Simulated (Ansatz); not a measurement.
**GaIr: thickness series**

Consider GaIr in the CsCl type structure (space group Pm-3m, No. 221).

```
CELL_PARAMETERS angstrom
      3.01975     0.00000     0.00000
      0.00000     3.01975     0.00000
      0.00000     0.00000     3.01975
ATOMIC_POSITIONS crystal
  Ga 0.00000 0.00000 0.00000
  Ir 0.50000 0.50000 0.50000
```

Cartesian axes are those of the cell as printed.

Free-standing slabs (2 atom(s) a layer) normal to [110] with 15 Å of vacuum; in-plane cell held at bulk.

Method: plane-wave PAW DFT at the PBEsol level (Ansatz, an electronic-structure program, 420 eV), scalar-relativistic without spin-orbit coupling.

Candidates:
(a) 6 layers
(b) 2 layers
(c) 4 layers

Base values:

Shortest interatomic distance: 2.615 Å

Problem. Order them by shortest interatomic distance, lowest first.

Solution. (a) 6 layers (2.495 Å), (c) 4 layers (2.507 Å), (b) 2 layers (2.624 Å)

Whether these cells are dynamically stable was not tested. The final runs are not spin-polarised.
